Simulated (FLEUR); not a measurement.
Band structure of Ho3In (Pm-3m, 4 atoms in the cell).

```xyz
4
Lattice="4.8049 0.0000 0.0000 0.0000 4.8049 0.0000 0.0000 0.0000 4.8049" Properties=species:S:1:pos:R:3 pbc="T T T"
Ho     2.4024     0.0000     0.0000
Ho     0.0000     2.4024     0.0000
Ho     0.0000     0.0000     2.4024
In     2.4024     2.4024     2.4024
```
Moments meant for the start (each program seeds them in its own way; μB, in the order of the atoms Ho Ho Ho In): 4.0 4.0 4.0 0.0.

Method of the run: LDA (Perdew-Zunger), all-electron FLAPW (FLEUR), scalar-relativistic valence.

Settings: Kmax = 3.8 1/bohr; GmaxXC = 15.2 1/bohr; xcFunctional = pz; jspins = 2; l_soc = F; mode = hist; fermiSmearingEnergy = 0.00367493 Htr; mesh (inpgen div1-3) = 5 5 5; inpgen gamma flag = false; Gmax = 15.2 1/bohr; numbands = 0; maxIterBroyd = 15; imix = Anderson; alpha = 0.05.

The starting cell comes from a database of computed structures (which also holds hypothetical and non-ambient phases and stackings), without a prior relaxation at this level. Spin-orbit coupling is off. The f electrons are in the valence without U or exact exchange, which can misplace them near the Fermi level. Spin-orbit terms, which matter for f shells, are left out. Values depend on the basis (sphere radii, cutoffs, local orbitals), which need not be converged.

Levels in eV from the Fermi level, bands 40 to 47 of the first spin channel:
```csv
point,40,41,42,43,44,45,46,47
Γ,-2.32,-0.66,-0.66,-0.06,-0.06,-0.06,1.16,1.16
X,-2.34,-1.07,-0.50,-0.50,0.43,1.00,1.82,1.82
M,-2.36,-2.28,-0.81,-0.79,0.81,0.81,0.82,2.06
R,-1.43,-1.43,-1.43,-0.33,-0.33,-0.33,1.67,2.21
```
